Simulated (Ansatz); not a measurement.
**A computed series for hypothetical P-6m2 GaN: response to strain**

Take GaN (space group P-6m2, No. 187; a = 2.9393 Å, c = 2.6575 Å; a hypothetical phase, not in the database extracts checked; relaxed with 0.1 eV smearing) as the base. Axes: x lies along a and z along c of the hexagonal cell.

Strains are applied to the cell and any free atomic positions relax; under biaxial strain the out-of-plane vector relaxes too; under stress the whole cell relaxes.

Computed with Ansatz (a first-principles code) PBEsol, no spin-orbit coupling.

Notes on the quantities. pressure: mean of the normal stresses, compression positive.

| case | space group | pressure | shortest interatomic distance |
|---|---|---|---|
| base | P-6m2 (No. 187) | 0.0 GPa | 2.155 Å |
| biaxial strain −4.89 %, plane normal [001], relaxed out of plane | P-6m2 (No. 187) | … | 2.099 Å |
| biaxial strain −3.18 %, plane normal [001], relaxed out of plane | P-6m2 (No. 187) | 11.7 GPa | 2.118 Å |
| biaxial strain −2.08 %, plane normal [001], relaxed out of plane | P-6m2 (No. 187) | 7.3 GPa | … |
| isotropic strain −5.24 % | P-6m2 (No. 187) | … | 2.042 Å |
| uniaxial strain ε_yy = −1.92 % | Amm2 (No. 38) | 3.6 GPa | … |
| uniaxial strain ε_yy = +0.56 % | Amm2 (No. 38) | -1.0 GPa | 2.156 Å |
| uniaxial strain ε_zz = −4.90 % | P-6m2 (No. 187) | 14.1 GPa | 2.116 Å |
| uniaxial strain ε_zz = +1.02 % | P-6m2 (No. 187) | -2.2 GPa | 2.164 Å |
| uniaxial stress, 5 GPa tension along x | Amm2 (No. 38) | – | 2.141 Å |

Complete the table.


- biaxial strain −4.89 %, plane normal [001], relaxed out of plane, pressure: 19.6 GPa
- biaxial strain −2.08 %, plane normal [001], relaxed out of plane, shortest interatomic distance: 2.131 Å
- isotropic strain −5.24 %, pressure: 45.7 GPa
- uniaxial strain ε_yy = −1.92 %, shortest interatomic distance: 2.126 Å

Beyond what the load breaks, stability against distortions was not tested. All final runs are without spin polarisation.
